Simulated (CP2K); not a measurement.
Band structure of ZnGa₂Te₄ (I-4, 7 atoms in the cell).

```yaml
crystal:
  lattice:
    - [7.26281, 0.00000, 0.00000]
    - [2.36467, 6.86708, 0.00000]
    - [-4.81374, -3.43354, 4.21748]
  atoms:
    - { symbol: Zn, position: [0.00000, 0.00000, 0.00000] }
    - { symbol: Ga, position: [0.50000, 0.50000, 0.00000] }
    - { symbol: Ga, position: [0.25000, 0.75000, 0.50000] }
    - { symbol: Te, position: [0.39751, 0.89436, 0.02697] }
    - { symbol: Te, position: [0.10564, 0.13261, 0.50315] }
    - { symbol: Te, position: [0.86739, 0.37054, 0.97303] }
    - { symbol: Te, position: [0.62946, 0.60249, 0.49685] }
```

Level of theory: LDA (Pade form), GPW, DZVP-MOLOPT-SR-GTH basis, GTH-PADE potentials (GTH_POTENTIALS) (CP2K).

Settings: CUTOFF = 600 Ry; REL_CUTOFF = 50 Ry; KPOINTS/SCHEME = MONKHORST-PACK 3 3 3; XC_FUNCTIONAL = PADE; Zn/BASIS_SET = DZVP-MOLOPT-SR-GTH-q12; Zn/POTENTIAL = GTH-PADE-q12; Ga/BASIS_SET = DZVP-MOLOPT-SR-GTH-q13; Ga/POTENTIAL = GTH-PADE-q13; Te/BASIS_SET = DZVP-MOLOPT-SR-GTH-q6; Te/POTENTIAL = GTH-PADE-q6; METHOD = GPW; EPS_DEFAULT = 1e-11; EXTRAPOLATION = USE_GUESS; NGRIDS = 5.

The starting cell comes from a database of computed structures (which also holds hypothetical and non-ambient phases and stackings), without a prior relaxation at this level. Its lattice was rescaled by a random factor within 2.5 % of one. Spin-orbit coupling is off. Values carry the incompleteness of an atom-centred basis.

Question: Predict the gap along the standard path and the places of the band edges.

Answer: The gap along the path is 1.07 eV, from Γ to X; the smallest direct gap on it is 1.09 eV. Another conduction valley lies within 0.1 eV, so the order of the valleys is not sure.

Levels in eV from the top of the valence band on the SCF mesh, bands 28 to 32:
```tsv
point	28	29	30	31	32
Γ	-2.10	-0.08	0.00	0.00	1.09
X	-1.18	-0.67	-0.65	-0.46	1.07
Y	-1.27	-0.93	-0.74	-0.67	1.41
S	-1.82	-1.61	-0.89	-0.63	1.63
Z	-1.62	-1.62	-0.98	-0.98	1.11
S1	-1.82	-1.61	-0.89	-0.63	1.63
N	-1.97	-1.50	-1.20	-0.66	2.36
P	-1.18	-1.16	-0.64	-0.61	1.73
Y1	-1.27	-0.93	-0.74	-0.67	1.41
```

Higher empty bands are left out: an atom-centred basis made for the valence describes them poorly.
